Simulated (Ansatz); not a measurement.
# Hypothetical zinc blende BiB: pressure series

Base system: BiB in the zinc blende structure (space group F-43m, No. 216; a = 5.456 Å; a hypothetical phase, not in the database extracts checked).

Cell and atoms are relaxed at each pressure.

Level of theory: plane-wave PAW DFT at the PBEsol level (Ansatz, a program for electronic structure, 420 eV), no SOC.

Two rows of this table had their results exchanged by mistake.

```
pressure          volume per atom (Å³)  shortest distance (Å)  band gap
----------------  --------------------  ---------------------  --------
pressure −2 GPa                  20.84                  2.383   0.25 eV
pressure −1 GPa                  20.56                  2.372   0.35 eV
pressure 3 GPa                   19.62                  2.336   0.59 eV
pressure 7 GPa                   18.88                  2.306   0.58 eV
pressure 15 GPa                  17.73                  2.258   0.54 eV
pressure 30 GPa                  12.92                  2.032   0.36 eV
pressure 50 GPa                  14.91                  2.132   0.43 eV
pressure 75 GPa                  13.76                  2.075   0.39 eV
pressure 100 GPa                 16.24                  2.193   0.48 eV
```

### Question
Which two?

### Answer
The rows for pressure 30 GPa and pressure 100 GPa: the volume has to fall steadily with pressure, so 16.24 Å³ belongs to pressure 30 GPa and 12.92 Å³ to pressure 100 GPa.

Spin-orbit coupling, missing from the scalar runs, can matter with Bi. Load acts through the strain it causes; cell and atoms are relaxed under it. Stability against distortions was not tested. No other phases were tried under pressure. The zero or small gap of BiB under pressure −2 GPa can change with the level of theory.
